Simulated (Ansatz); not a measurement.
We consider cubic perovskite KMgF₃, described by rVV10 (Ansatz, a first-principles code, PAW).

Numerical settings: plane-wave cutoff 500 eV, 8×8×8 k mesh, gaussian smearing 0.02 eV, scalar-relativistic PAW data made under PBE.

Computed at the level's own relaxed cell.

Problem. Estimate the equilibrium volume per atom, equilibrium lattice constant a and band gap that the calculation returns.

Solution. 
equilibrium volume per atom: 12.93 Å³/atom
equilibrium lattice constant a: 4.013 Å
band gap: 6.92 eV (on the SCF k mesh)

Measured, for comparison: band gap 12.4 eV (temperature not stated, no zero-point or thermal correction; as tabulated in Sahnoun et al. (2004), doi:10.1016/j.matchemphys.2004.11.019); equilibrium volume per atom 12.70 Å³/atom, lattice constant a 3.990 Å (room temperature, no zero-point or thermal correction; as tabulated in Vaitheeswaran et al. (2007), arXiv:cond-mat/0703621). Computed (rounded) less measured: band gap -5.48 eV, equilibrium volume per atom +1.8 %, lattice constant a +0.6 %.

Computing time: roughly 28 core-seconds.
